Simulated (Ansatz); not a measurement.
Base system: Mo in the bcc (W type) structure (space group Im-3m, No. 229; a = 3.130 Å; relaxed with 0.1 eV smearing). Axes: x, y, z lie along the cube axes.

All numbers come from PBEsol/PAW in Ansatz (a quantum-chemistry and plane-wave program), without spin-orbit coupling.

Before the change:

```
Item        Value
--------  -------
Pressure  0.0 GPa
```

One thing is altered: the cell is compressed by 2.50 % along z with no lateral relaxation; the atoms relax in the strained cell.

Task: What happens to the energy relative to the base?

Result: The energy rises by 16 meV/atom.

Task: What does the calculation give for the pressure after the change?

Result: The pressure (mean of the normal stresses, compression positive) goes from zero to 7.5 GPa.

Whether these cells are dynamically stable was not tested. All final runs are without spin polarisation.
